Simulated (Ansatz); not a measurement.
Take Se (space group P3_121, No. 152; made of chains) as the base.

```xyz
3
Lattice="4.5057 0.0000 0.0000 -2.2528 3.9020 0.0000 0.0000 0.0000 4.9913" Properties=species:S:1:pos:R:3 pbc="T T T"
Se     0.9781     0.0000     4.1594
Se    -0.4891     0.8471     0.8319
Se     1.7638     3.0550     2.4956
```

Cartesian axes are those of the cell as printed.

Method: Ansatz (a program for electronic structure) r2SCAN, no SOC.

Strains are applied to the cell and any free atomic positions relax; under biaxial strain the out-of-plane vector relaxes too; under stress the whole cell relaxes.

One change was made to it. Results:

The band gap drops by 0.10 eV (1.33 eV → 1.23 eV); the smallest direct gap drops by 0.11 eV, from 1.54 eV to 1.43 eV; the electron mass goes from 0.18 mₑ along c, 0.43 mₑ across (at H) to 0.16 mₑ along z, 0.40 mₑ across (at H).

### Question
Which of these changes matches the shifts?
(A) biaxial strain +0.93 %, plane normal [001], relaxed out of plane
(B) uniaxial stress, 0.5 GPa tension along z
(C) isotropic strain −1.55 %
(D) tensor shear ε_xy = −0.41 %

### Answer
B, uniaxial stress, 0.5 GPa tension along z. For comparison, the band gap in the other runs: isotropic strain −1.55 % gives 1.40 eV; tensor shear ε_xy = −0.41 % gives 1.48 eV; biaxial strain +0.93 %, plane normal [001], relaxed out of plane gives 1.39 eV.

Masses are band curvatures over ±0.01 Å⁻¹ around the edge. Beyond what the load breaks, stability against distortions was not tested. No dispersion term is included, though the crystal is made of layers, chains or molecules, so its spacings can come out too wide.
